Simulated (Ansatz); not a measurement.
Adsorption energy and surface dipole of H on the 1x1 (0001) surface of corundum (cut with top plane Al), one in a 1x1 cell, started at the site 'top O', worked from the runs' numbers; total energies count from the potentials' own zero.

Host crystal: corundum, with a band gap (PBE, scalar-relativistic without spin-orbit coupling).

Method: PBE (plane waves to 420 eV, PAW; Ansatz, a first-principles code).

Slab: 21 atoms, 6.7 Å thick at the start under the adsorbate (thin: gaps and levels are the slab's own); k 6x6x1, smearing 0.01 eV, dipole-corrected; 9 atoms held, the rest relaxed; no symmetry held; spin-polarised, ending with about 1.0 μB a cell; orders that need a larger cell were not tried, no spin-orbit, no U, no dispersion correction. At the end it is bonded to O. In PBE it is, or lies within 0.03 eV of, the lowest of the starts that converged.

```json
[
 {"quantity": "slab with the adsorbate", "value": "-11149.964 eV"},
 {"quantity": "clean slab, same cell and mesh", "value": "-11135.399 eV"},
 {"quantity": "reference, ½ H2(g)", "value": "-15.872 eV"},
 {"quantity": "area of the cell", "value": "20.03 Å²"},
 {"quantity": "change of the step from the bottom to the top vacuum level", "value": "0.896 eV"}
]
```

Task: What is the adsorption energy against this reference?

Result: E(slab + adsorbate) − E(slab) − E(reference) = 1.31 eV, so in this state the adsorbate is less stable than in the reference, at a coverage of 4.99 a nm².

Task: What dipole does adsorption add to the slab along the outward normal (Helmholtz relation, ε₀ = 0.005526 e/(V·Å))?

Result: p = −ε₀·A·ΔV = -0.099 e·Å = -0.48 D; its negative end points to the vacuum, which raises the vacuum level.
